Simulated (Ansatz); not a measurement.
The parent structure is Mo in the bcc (W type) structure (space group Im-3m, No. 229; relaxed with 0.1 eV smearing).

```
CELL_PARAMETERS angstrom
     -1.56498     1.56498     1.56498
      1.56498    -1.56498     1.56498
      1.56498     1.56498    -1.56498
ATOMIC_POSITIONS crystal
  Mo 0.00000 0.00000 0.00000
```

Cartesian axes are those of the cell as printed.

All numbers come from Ansatz (a first-principles code), PBEsol, PAW, cutoff 420 eV, spin-orbit coupling left out.

Base values:

The pressure is 0.0 GPa.

Now apply this change: uniaxial strain ε_zz = +2.50 %, all other strain components held at zero; the atoms relax in the strained cell.

### Question
Estimate the effect on the energy relative to the base.

### Answer
The energy increases by 14 meV/atom.

### Question
Predict the new pressure.

### Answer
The pressure (mean of the normal stresses, compression positive) goes from zero to -6.5 GPa.

Stability against distortions was not tested. The final runs are not spin-polarised.
